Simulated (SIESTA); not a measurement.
A user runs SIESTA on CuTeSBr (P2_1/c, 16 atoms in the cell) and asks whether the run is sound. The aim is a self-consistent single point with DFT, GGA PBEsol, numerical atomic orbitals DZP, PseudoDojo PBEsol standard norm-conserving potentials (rewritten from UPF to PSML).

Cell that was meant: a = 8.0107 Å, b = 4.9130 Å, c = 12.4285 Å, α = 90.00°, β = 116.03°, γ = 90.00°.

Part of the input:

```
# files in the folder: Cu.psml Te.psml S.psml Br.psml (PseudoDojo PBEsol standard)
SystemName  Cu4Te4S5Br4
SystemLabel siesta

NumberOfAtoms                17
NumberOfSpecies              4
%block ChemicalSpeciesLabel
  1 29 Cu
[...]
     3.979475411    1.728695217    6.848760185  4
     6.706704411    0.727814783    1.264955185  4
    -4.150432411    4.185205217    9.902654815  4
     1.672060649    0.694347291    4.098468200  3
%endblock AtomicCoordinatesAndAtomicSpecies

XC.functional                GGA
```

The program printed (abridged):

```
reinit: Reading from file input.fdf

reinit: System Name: Cu4Te4S5Br4
reinit: System Label: siesta

   [... lines left out ...]
siesta: WARNING: Atoms   725   731 too close: rij =    0.500001 Ang
siesta: WARNING: Atoms   742   748 too close: rij =    0.500001 Ang
siesta: WARNING: Atoms   759   765 too close: rij =    0.500001 Ang
new_DM -- step:     1
Initializing Density Matrix...

Attempting to read DM from file... Failed...
DM filled with atomic data:

InitMesh: MESH = 90 x 60 x 128 = 691200
InitMesh: Mesh cutoff (required, used) =   350.000   363.079 Ry

stepf: Methfessel-Paxton step function
       Using Hermite-Gauss polynomials of order  0
        iscf     Eharris(eV)        E_KS(eV)     FreeEng(eV)     dDmax    Ef(eV) dHmax(eV)
   scf:    1   -31082.021196   -33538.164636   -33538.206228  3.378026 -0.466862119.429363
   scf:    2   -32713.006957   -34302.331761   -34302.344298  4.157405 -2.685069 73.999034
   scf:    3   -34571.445752   -34613.907454   -34613.917852  1.368402 -4.197539 51.576379
   scf:    4   -34698.275021   -34673.087710   -34673.087710  0.822642 -3.854580 31.974844
   scf:    5   -34711.283993   -34693.240990   -34693.240990  0.236042 -3.892650 22.652101
   [... 14 lines left out ...]
   scf:   20   -34718.638510   -34718.638510   -34718.638510  0.000027 -4.136862  0.000660
   scf:   21   -34718.638510   -34718.638510   -34718.638510  0.000023 -4.136689  0.000408
   scf:   22   -34718.638510   -34718.638510   -34718.638510  0.000011 -4.136656  0.000301
   scf:   23   -34718.638510   -34718.638510   -34718.638510  0.000007 -4.136586  0.000230
SCF Convergence by DM+H criterion
max |DM_out - DM_in|         :     0.0000072423
max |H_out - H_in|      (eV) :     0.0002296049
SCF cycle converged after 23 iterations

Using DM_out to compute the final energy and forces

siesta: E_KS(eV) =           -34718.6385

siesta: E_KS - E_eggbox =    -34718.6385

siesta: Atomic forces (eV/Ang):
     1    0.119174    0.637413    1.051856
     2    0.186944   -0.145347   -0.040216
     3    0.045796    0.102920    0.025028
     4   -0.189304   -0.086567    0.095526
     5   -0.787019   -0.801238   -0.154238
     6    0.542431    0.097826    0.416992
     7    4.129946   -0.516258   -0.330104
     8   -0.438289    0.098120   -0.480479
     9    1.064990    0.293192   -0.278241
    10   -0.604286    0.005809    0.214572
   [... lines left out ...]
siesta: FreeEng =    -34718.638510
siesta: Cell volume =        439.522250 Ang**3
siesta:        1106.96627760        -27.30308640  kBar
   [... lines left out ...]
     7     1.044356   14.955644  Te
     8     0.194485   15.805515  Te
     9    -0.107749    6.107749  S
    10    -0.091646    6.091646  S
    11    -0.536704    6.536704  S
    12    -0.096050    6.096050  S
    13    -0.009001    7.009001  Br
    14    -0.030672    7.030672  Br
    15    -0.010301    7.010301  Br
    16    -0.027643    7.027643  Br
    17    -0.827691    6.827691  S
 Total    -0.000000
```

Question: Is this run sound? If not, what is wrong?

Answer: The run is not sound. The fault is one atom entered twice. Two nuclei at or near one point give a huge ion-ion repulsion and overlapping cores, and the electron count is too high as well. To fix it, remove the duplicate atom. The run converged in 23 iterations without an error; against the sound input the pressure goes from -0.81 to 110.7 GPa, the largest force goes from 0.651 to 1832 eV/Å and the gap on the mesh goes from 1.264 to 0.579 eV. The full log also holds: “siesta: WARNING: Atoms    11    17 too close: rij =    0.500001 Ang” and “siesta: WARNING: Atoms    28    34 too close: rij =    0.500001 Ang”.

An input that runs soundly differs in these lines (not the only fix; some lines may just follow from the change or write a value another way):
```diff
-SystemName  Cu4Te4S5Br4
+SystemName  CuTeSBr
-NumberOfAtoms                17
+NumberOfAtoms                16
-     1.672060649    0.694347291    4.098468200  3
```

With that input, the run converged in 16 iterations: free energy E − TS -34911.0826 eV; top of the valence band (on the code's own zero) -4.69 eV; gap on the k-point mesh 1.26 eV; pressure -0.81 GPa; largest force (vector length) 0.651 eV/Å (DFT, GGA PBEsol, numerical atomic orbitals DZP, PseudoDojo PBEsol standard norm-conserving potentials (rewritten from UPF to PSML)).

On the sound input: the starting cell comes from a database of computed structures (which also holds hypothetical and non-ambient phases and stackings), without a prior relaxation at this level. Spin-orbit coupling is off. Values carry the incompleteness of an atom-centred basis.
